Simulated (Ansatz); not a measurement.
# SiC: biaxial strain −2.00 %, plane normal [001], relaxed out of plane

Take SiC in the zinc blende structure (space group F-43m, No. 216; a = 4.329 Å) as the base. Axes: x, y, z lie along the cube axes.

It is then changed as follows: biaxial strain −2.00 %, plane normal [001], relaxed out of plane (Cartesian); in-plane vectors clamped, the third vector and the atoms free.

Level of theory: plane-wave PAW DFT at the LDA level (Ansatz, a quantum-chemistry and plane-wave program, 420 eV), without spin-orbit coupling. Γ-centred 13×13×13 mesh, Fermi–Dirac width 0.05 eV.

The volume per atom decreases by 0.27 Å³ to 9.87 Å³ and the space group changes from F-43m (No. 216) to I-4m2 (No. 119). The shortest interatomic distance decreases by 0.0161 Å to 1.858 Å and the energy goes up by 12 meV/atom. The pressure (mean of the normal stresses, compression positive) goes from zero to 6.36 GPa and the band gap shrinks by 0.21 eV, from 1.30 eV to 1.09 eV. The gap character amounts to indirect, Γ → X and the smallest direct gap is still 4.53 eV. The valley order (the lowest conduction-band minima on the path, energy above the VBM, named in the base's zone) goes from X along ⟨100⟩ 1.30 eV to X along [010] 1.09 eV; X along [001] 1.41 eV and the out-of-plane strain comes out as +1.38 %. The ratio −ε⊥/ε∥ amounts to 0.69 and the mean in-plane stress (compression positive) amounts to +9.5 GPa.

Whether these cells are dynamically stable was not tested. Labels are those of the standard path for the cell's own space group.
